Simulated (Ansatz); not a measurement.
The parent structure is Cu₂O (space group Pn-3m, No. 224; a = 4.299 Å).

Levels (all Ansatz, a first-principles code, PAW, earlier PAW set): PBE (420 eV, scalar-relativistic without spin-orbit coupling); r2SCAN (500 eV, scalar-relativistic without spin-orbit coupling); HSE06 (420 eV, no spin-orbit coupling); PBE+SOC (420 eV, spin-orbit coupling included).

One geometry, relaxed with PBE, under each level:

The valence-band top lists the three highest levels at Γ (Kramers pairs under SOC), from the VBM.

| level | band gap | lowest conduction level above the VBM at special points | valence-band top at Γ | electron mass | hole mass | pressure |
|---|---|---|---|---|---|---|
| PBE | 0.47 eV | Γ 0.47 eV; M 1.89 eV; X 2.18 eV; R 2.47 eV | 0.00, 0.00, 0.00 eV | 0.93 mₑ (at Γ) | – | -0.01 GPa |
| r2SCAN | 0.71 eV | Γ 0.71 eV; M 2.17 eV; X 2.45 eV; R 2.75 eV | – | – | – | -4.46 GPa |
| HSE06 | 1.93 eV | Γ 1.93 eV; M 3.35 eV; X 3.74 eV | – | – | – | – |
| PBE+SOC | 0.39 eV | Γ 0.39 eV; M 1.80 eV; X 2.10 eV; R 2.32 eV | 0.00, -0.13, -0.13 eV | 0.94 mₑ (at Γ) | 0.40 mₑ (at Γ) | -0.01 GPa |

Single points use the geometry relaxed with PBE. Their cutoffs differ, which shifts pressures a little. Differences between runs with and without spin-orbit coupling are approximate. Masses are band curvatures over ±0.01 Å⁻¹ around the edge. No phonon test of stability was made. No Hubbard U is applied. The runs without spin-orbit coupling are not spin-polarised.
